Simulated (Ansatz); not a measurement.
**MoS2: axis ratio against pressure**

MoS2 (2H layered, P6_3/mmc, 17.307 Å³/atom and stress up to 0.01 GPa in the relaxed cell, c along z) under hydrostatic pressure, with the cell free. PBE-D3(BJ) in Ansatz, a plane-wave DFT program (PAW, default set), 420 eV, 12×12×3 Γ-centred mesh, Fermi-Dirac smearing 0.05 eV; ions are relaxed, or left where forces stay under 0.02 eV/Å, within the symmetry of each cell.

Here P stands for pressure and y for c/a.

| pressure (GPa) | c/a |
|---|---|
| -1.0 | 3.897 |
| 0.0 | 3.839 |
| 0.3 | 3.826 |
| 0.7 | 3.810 |
| 1.5 | 3.784 |
| 3.0 | ? |

Fit y against P with a straight line, and predict the withheld value at P = 3.0.

Means: P 0.30000, y 3.8312. About the means, the sum of products is -0.15300 and the sum of squares of P is 3.3800; the slope is their ratio. Least squares gives y = 3.8448 - 0.04527·P. Residuals (row less fit): 0.0069, -0.0058, -0.0052, -0.0031, 0.0071; standard error 0.0075 (degrees of freedom: 3). At the withheld row, y = 3.8448 - 0.04527 × 3.0 = 3.7090. The calculation gives 3.748, 0.0390 above the prediction (26.2 % of the range of y in the table). The row lies outside the fitted rows, so this is an extrapolation. From the scatter of the fitted rows alone, a prediction at this place has a standard error of 0.0138, so the miss is 2.8 times that.

A polynomial of degree 2 through the 6 other runs of the series gives 3.809 there. Other structures, which can take over under pressure, weren't tried. Rows are the converged runs of the series near zero and its far end, less any whose ions stayed unrelaxed beside relaxed ones; series whose fitted rows scatter by over a few per cent of the range, as at a crossing or softening among them, aren't shown in this form. Most that stay on the fit to the last digits aren't either.
